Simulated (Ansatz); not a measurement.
Reference: BP (F-43m), PBE with spin-orbit coupling, rigid bands (plane waves, PAW; Ansatz, a quantum-chemistry and plane-wave program); geometry: cell and atoms relaxed with PBEsol.

Space group F-43m (No. 216); a = b = c = 4.520 Å, α = β = γ = 90.00°

| atom | site | symmetry | x | y | z |
|---|---|---|---|---|---|
| B | 4a | -43m | 0.0000 | 0.0000 | 0.0000 |
| P | 4d | -43m | 0.7500 | 0.7500 | 0.7500 |
(The calculation used a cell of 2 atoms; values per cell refer to that cell.)

| Quantity | Value |
|---|---|
| band gap | 1.21 eV |
| electron conductivity mass | 0.33 mₑ |
| hole conductivity mass | 0.43 mₑ |
| Seebeck coefficient, n-type 1e19 cm⁻³ | -338 μV/K |

**Question.** Swap P for As, keeping the structure type. How do these values move?

**Answer.** BAs (F-43m): volume per atom 11.5 to 13.5 Å³; band gap falls (1.21 eV to 1.12 eV); electron conductivity mass falls (0.33 mₑ to 0.31 mₑ); hole conductivity mass falls (0.43 mₑ to 0.35 mₑ); Seebeck coefficient, n-type 1e19 cm⁻³ stays about the same (-338 μV/K to -324 μV/K).

**Question.** Replace B by In on the same sites and relax. What happens?

**Answer.** InP (F-43m): volume per atom 11.5 to 25.4 Å³; band gap falls (1.21 eV to 0.64 eV); electron conductivity mass falls (0.33 mₑ to 0.064 mₑ); hole conductivity mass rises (0.43 mₑ to 0.57 mₑ); Seebeck coefficient, n-type 1e19 cm⁻³ falls in size (-338 μV/K to -47 μV/K).

**Question.** Swap B for Ga, keeping the structure type. How do these values move?

**Answer.** GaP (F-43m): volume per atom 11.5 to 20.1 Å³; band gap rises (1.21 eV to 1.55 eV); electron conductivity mass rises (0.33 mₑ to 0.35 mₑ); hole conductivity mass rises (0.43 mₑ to 0.49 mₑ); Seebeck coefficient, n-type 1e19 cm⁻³ stays about the same (-338 μV/K to -335 μV/K).

Moves up to 5 % count as about the same. Masses are for dilute carriers at 300 K, harmonic means over directions unless an axis is named. Seebeck coefficients are for the stated density at 300 K, with one relaxation time for all states and whether or not that doping can be reached.
